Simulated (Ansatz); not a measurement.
Here is the system:

End structure of the (000-1) surface of wurtzite GaN, N-terminated, 2x2 with 1 H on 4 top atoms (bottom of the slab: 3 H on 4 bottom sites):

```yaml
crystal:
  lattice:
    - [6.43695, 0.00000, 0.00000]
    - [-3.21848, 5.57456, 0.00000]
    - [0.00000, 0.00000, 30.00000]
  atoms:
    - { symbol: Ga, position: [0.33029, 0.16971, 0.31935] }
    - { symbol: Ga, position: [0.83942, 0.16971, 0.31935] }
    - { symbol: Ga, position: [0.33029, 0.66058, 0.31935] }
    - { symbol: Ga, position: [0.83333, 0.66667, 0.33434] }
    - { symbol: N, position: [0.16667, 0.33333, 0.34529] }
    - { symbol: N, position: [0.66501, 0.33002, 0.34425] }
    - { symbol: N, position: [0.16998, 0.83499, 0.34425] }
    - { symbol: N, position: [0.66501, 0.83499, 0.34425] }
    - { symbol: Ga, position: [0.16667, 0.33333, 0.41034] }
    - { symbol: Ga, position: [0.66667, 0.33333, 0.41034] }
    - { symbol: Ga, position: [0.16667, 0.83333, 0.41034] }
    - { symbol: Ga, position: [0.66667, 0.83333, 0.41034] }
    - { symbol: N, position: [0.33333, 0.16667, 0.43189] }
    - { symbol: N, position: [0.83333, 0.16667, 0.43189] }
    - { symbol: N, position: [0.33333, 0.66667, 0.43189] }
    - { symbol: N, position: [0.83333, 0.66667, 0.43189] }
    - { symbol: Ga, position: [0.33357, 0.16643, 0.49766] }
    - { symbol: Ga, position: [0.83285, 0.16643, 0.49766] }
    - { symbol: Ga, position: [0.33357, 0.66715, 0.49766] }
    - { symbol: Ga, position: [0.83333, 0.66667, 0.49817] }
    - { symbol: N, position: [0.16667, 0.33333, 0.51872] }
    - { symbol: N, position: [0.66667, 0.33335, 0.51923] }
    - { symbol: N, position: [0.16665, 0.83333, 0.51923] }
    - { symbol: N, position: [0.66667, 0.83333, 0.51923] }
    - { symbol: Ga, position: [0.16667, 0.33333, 0.58465] }
    - { symbol: Ga, position: [0.66628, 0.33255, 0.58577] }
    - { symbol: Ga, position: [0.16745, 0.83372, 0.58577] }
    - { symbol: Ga, position: [0.66628, 0.83372, 0.58577] }
    - { symbol: N, position: [0.33238, 0.16762, 0.60555] }
    - { symbol: N, position: [0.83524, 0.16762, 0.60555] }
    - { symbol: N, position: [0.33238, 0.66476, 0.60555] }
    - { symbol: N, position: [0.83333, 0.66667, 0.60528] }
    - { symbol: Ga, position: [0.33611, 0.16389, 0.67328] }
    - { symbol: Ga, position: [0.82779, 0.16389, 0.67328] }
    - { symbol: Ga, position: [0.33611, 0.67221, 0.67328] }
    - { symbol: Ga, position: [0.83333, 0.66667, 0.67493] }
    - { symbol: N, position: [0.16667, 0.33333, 0.69212] }
    - { symbol: N, position: [0.66692, 0.33384, 0.68742] }
    - { symbol: N, position: [0.16616, 0.83308, 0.68742] }
    - { symbol: N, position: [0.66692, 0.83308, 0.68742] }
    - { symbol: H, position: [0.33280, 0.16720, 0.26732] }
    - { symbol: H, position: [0.83440, 0.16720, 0.26732] }
    - { symbol: H, position: [0.33280, 0.66560, 0.26732] }
    - { symbol: H, position: [0.16667, 0.33333, 0.72633] }
```

Slab: 44 atoms, 13.8 Å thick at the start with caps and adatoms (thin: gaps and levels are the slab's own); k 4x4x1, smearing 0.025 eV, dipole-corrected; single point; on the structure that PBE left under its start's symmetry; no spin (in PBE a spin-polarised start ends 0.32 eV a cell lower), no spin-orbit, no U. The slab shows no gap on its mesh. In PBE it lies 0.08 eV a 1x1 cell over the lowest computed structure of the same composition (2x2 with 1 H on 4 top atoms, spin-polarised start).

**Question.** Estimate the work function of the top face that r2SCAN, at the PBE geometry in Ansatz (a quantum-chemistry and plane-wave program) returns for this input.

**Answer.** 5.81 eV
